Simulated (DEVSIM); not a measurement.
System: Si/Ge n-p heterojunction, at 350 K.

Layer 1 from the left is Si, thickness (μm) 0.230, Nd (cm⁻³) 1.3e18, τn (s) 0.00015, τp (s) 4.5e-6. Layer 2 from the left is Ge, thickness (μm) 0.210, Na (cm⁻³) 6.6e15, τn (s) 0.00015, τp (s) 0.00015.

Left contact: ohmic. Right contact: ohmic. Voltage is applied to the left contact. Recombination: SRH at mid-gap, Auger. Mobility is μmin + (μ − μmin)/(1 + (N/Nref)^α).

This is a model device: material constants are rounded textbook-type values typed into the input, and sizes, dopings and lifetimes were drawn at random. Values at 300 K; Nc and Nv go as T^1.5, mobilities as T to minus their exponent, the gap by Varshni's rule with the affinity fixed.

Si: gap (eV) 1.124, affinity (eV) 4.05, permittivity 11.7, Nc (cm⁻³) 2.86e19, Nv (cm⁻³) 3.1e19, μn (cm²/Vs) 1417, μp (cm²/Vs) 470, μn,min 52, μp,min 45, Nref,n 9.7e16, Nref,p 2.2e17, αn 0.68, αp 0.72, T exponent of μn 2.3, T exponent of μp 2.2, Cn (cm⁶/s) 2.8e-31, Cp (cm⁶/s) 9.9e-32, Varshni α (eV/K) 0.000473, Varshni β (K) 636. Ge: gap (eV) 0.664, affinity (eV) 4, permittivity 16, Nc (cm⁻³) 1.04e19, Nv (cm⁻³) 6e18, μn (cm²/Vs) 3900, μp (cm²/Vs) 1900, μn,min 150, μp,min 100, Nref,n 2.6e17, Nref,p 4e17, αn 0.56, αp 0.6, T exponent of μn 1.66, T exponent of μp 2.33, Cn (cm⁶/s) 1e-31, Cp (cm⁶/s) 1e-31, Varshni α (eV/K) 0.000477, Varshni β (K) 235.

DEVSIM, 1D drift-diffusion, Boltzmann statistics, complete ionisation; no tunnelling, impact ionisation, image-force lowering or self-heating. Band offsets follow the typed affinities; no thermionic-emission limit at abrupt steps, no polarisation charge.

Problem. What does the simulation give for the largest field in the device at zero bias, the potential step across the device at zero bias?

Solution. largest field in the device at zero bias 37000 V/cm; potential step across the device at zero bias 0.282 V.
